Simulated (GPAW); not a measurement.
Density of states of YZnSi (P-6m2, 3 atoms in the cell).

```
YZnSi
1.0
    4.08180     0.00000     0.00000
   -2.04090     3.53494     0.00000
    0.00000     0.00000     4.07151
Y Zn Si
1 1 1
Direct
  0.00000   0.00000   0.00000
  0.33333   0.66667   0.50000
  0.66667   0.33333   0.50000
```

Method of the run: LDA (Perdew-Wang 92), GPAW PAW datasets LDA (gpaw-data 1.0.1) (plane waves; GPAW 25.7.0).

SCF settings: mode = pw; ecut = 800 eV; xc = LDA; kpts = 6 6 6; mesh shift (steps) = 0 0 0; occupations.name = methfessel-paxton; occupations.width = 0.1 eV; occupations.order = 0; nbands = -11; convergence.forces = 0.001 eV/Å; symmetry.symmorphic = false; symmetry.tolerance = 0.0005; maxiter = 120. Keys of the DOS step: dos_kpts = 12 12 12; dos_width = 0.1 eV.

The starting cell comes from a database of computed structures (which also holds hypothetical and non-ambient phases and stackings), without a prior relaxation at this level.

Total DOS (both spins), as means of the tabulated values in each energy bin; the zero is the program's Fermi level or highest filled level, and the curve is cut to this window:

```
E (eV) | states/eV/cell
    -7.80 | ########## 4.37
    -7.40 | ############################## 13.6
    -7.00 | ###### 2.51
    -6.60 | ## 1.06
    -6.20 |  0.03
    -5.80 | # 0.31
    -5.40 | ## 1.00
    -5.00 | ## 0.88
    -4.60 | # 0.56
    -4.20 | # 0.57
    -3.80 | ## 0.78
    -3.40 | ## 0.78
    -3.00 | ### 1.26
    -2.60 | ### 1.31
    -2.20 | #### 1.86
    -1.80 | #### 1.78
    -1.40 | #### 1.71
    -1.00 | #### 1.99
    -0.60 | ### 1.55
    -0.20 | ### 1.31
     0.20 | ## 1.10
     0.60 | ## 0.88
     1.00 | # 0.39
```

Around zero the curve holds about 1.3 states/eV/cell.
